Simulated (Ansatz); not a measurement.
The starting structures come from a database of crystals and need not be the phases stable at ambient conditions.

Tunnelling through a barrier is set by its complex band structure: the current falls as exp(−2κd) with the smallest κ.

Data:

```xyz
20
Lattice="5.7604 0.0000 0.0000 0.1014 11.0485 0.0000 -2.2010 -0.0855 4.5283" Properties=species:S:1:pos:R:3 pbc="T T T"
Fe     2.9315     8.2073     4.1863
Fe     0.7293     2.7557     0.3420
Fe     1.8304     5.4815     2.2642
Fe     2.8802     0.0000     0.0000
P      3.8813     5.2290     1.5221
P     -0.2205     5.7339     3.0063
P      3.5678     0.2273     2.0727
P      0.0929    10.7356     2.4556
P      0.9981     4.9700     0.2411
P      2.6627     5.9929     4.2872
P      0.7831     0.5383     0.5997
P      2.8776    10.4246     3.9286
P      4.4532     3.1178     1.0263
P     -0.7925     7.8451     3.5020
P      3.5629     2.3333     2.8440
P      0.0979     8.6296     1.6844
P      3.0176     8.7491     0.3033
P      0.6431     2.2139     4.2250
P      2.1252     7.7778     2.1216
P      1.5355     3.1851     2.4067
```

Space group of this cell: C2/c. The cell is taken as given; by r2SCAN its mean pressure is 0.8 GPa.

Transport runs along the normal of the first two printed cell vectors.

No gap correction and no spin-orbit coupling; mid-gap values are interpolated between computed energies.

State the band gap and the smallest decay constant κ at mid-gap according to r2SCAN (Ansatz, an electronic-structure program).

Gap 1.14 eV on a 8×4×8 mesh; κ = 0.151 1/Å, at (0.500, 0.000) of the in-plane reciprocal vectors. At the zone centre, at the nearest computed energy, the slowest state has κ = 0.18 1/Å.
